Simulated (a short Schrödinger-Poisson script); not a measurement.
Stack: gated Al0.4Ga0.6As/GaAs δ-doped gas, at 77 K.

```csv
layer,material,thickness (nm),Na (cm⁻³)
1,Al0.4Ga0.6As,8,-
2,Al0.4Ga0.6As,20,-
3,GaAs,6000,5e14
```

The device is made up for the run: typed textbook-type constants, with dimensions and the other settings drawn at random. Al0.4Ga0.6As: permittivity 11.76, conduction-band edge (eV) 0.316, gap (eV) 1.923, electron mass (mₑ) 0.1002, Nv at 300 K (cm⁻³) 9e18. GaAs: permittivity 12.9, conduction-band edge (eV) 0, gap (eV) 1.424, Nv at 300 K (cm⁻³) 9e18.

Channel valleys (confinement mass, in-plane density-of-states mass, number): Γ 0.067, 0.067, 1. At the gate the conduction-band edge of layer 1 lies 1.07 eV − eVg above the Fermi level of the channel; the field vanishes at the back. Sheet of ionised δ-doping: +5.5e12 e/cm² at 8 nm from the gate. The barrier under the gate holds no holes. Gaps are held at their typed values at every temperature. Mesh 0.08 nm at interfaces.

Solved with a short Schrödinger-Poisson script written for these runs: 1D Poisson equation in equilibrium, electrons quantum, Hartree (BenDaniel-Duke, 40 states a valley, the channel's in-plane mass for all, wave functions free to enter the barrier), parabolic valleys, classical holes, full ionisation, no traps, pinning or gate leakage.

Task: List the lowest subbands of each valley and their electrons at Vg = 0.5 V.

Result: 
```tsv
valley	subband	energy from the Fermi level (meV)	electrons (cm⁻²)	share (%)
Γ	0	-22.2	6.28e11	92.3
Γ	1	8.2	4.76e10	7.0
Γ	2	25.4	4.00e9	0.6
```

All electrons: 6.80e11 cm⁻².
